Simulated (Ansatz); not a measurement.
The reference is Ru in the hcp (Mg type) structure (space group P6_3/mmc, No. 194; a = 2.691 Å, c = 4.249 Å; relaxed with 0.1 eV smearing). Axes: x lies along a and z along c of the hexagonal cell.

The values are results of PBEsol in Ansatz (plane waves to 420 eV, PAW, scalar-relativistic without spin-orbit coupling), not measurements.

Now apply this change: every lattice vector is stretched by 2.00 %, atoms relaxed at fixed cell.

Predict the stress tensor and what it implies for the stiffness.

Stress of the strained cell less that of the base (GPa, compression positive):
```
  -17.4     0.0     0.0
    0.0   -17.4     0.0
    0.0     0.0   -18.6
```

Then B = −ΔP/(ΔV/V₀) with ΔV/V₀ = 0.0612 gives secant stiffness values (nonlinear terms included at this strain): B (at held cell shape, above the free-shape value) ≈ 291 GPa.

As a check, the harmonic strain energy −½ V₀ Δσ:ε is 44 meV/atom; the computed energy rise is 48 meV/atom.

Whether these cells are dynamically stable was not tested. The final runs are not spin-polarised.

Ansatz is a program for electronic structure.
